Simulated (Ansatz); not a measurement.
Consider WC (space group P-6m2, No. 187; a = 2.9219 Å, c = 2.8471 Å).

Computed with PBE (Ansatz, a program for electronic structure, PAW, spin-orbit coupling left out).

One change was made to it. Results:

| quantity | base | after |
|---|---|---|
| shortest interatomic distance | 2.207 Å | 2.200 Å |
| c/a ratio | 0.974 | 0.975 |
| density | 15.45 g/cm³ | 15.62 g/cm³ |

**Question.** Which change produced these results?
A) pressure 4.2 GPa
B) pressure 60 GPa
C) pressure 18 GPa
D) pressure −1 GPa
E) pressure 1.8 GPa

**Answer.** A, pressure 4.2 GPa. For comparison, the density in the other runs: pressure 18 GPa gives 16.13 g/cm³; pressure 1.8 GPa gives 15.52 g/cm³; pressure −1 GPa gives 15.41 g/cm³; pressure 60 GPa gives 17.44 g/cm³.

Load acts through the strain it causes; cell and atoms are relaxed under it. No phonon test of stability was made. Competing high-pressure phases were not computed. All final runs are without spin polarisation.
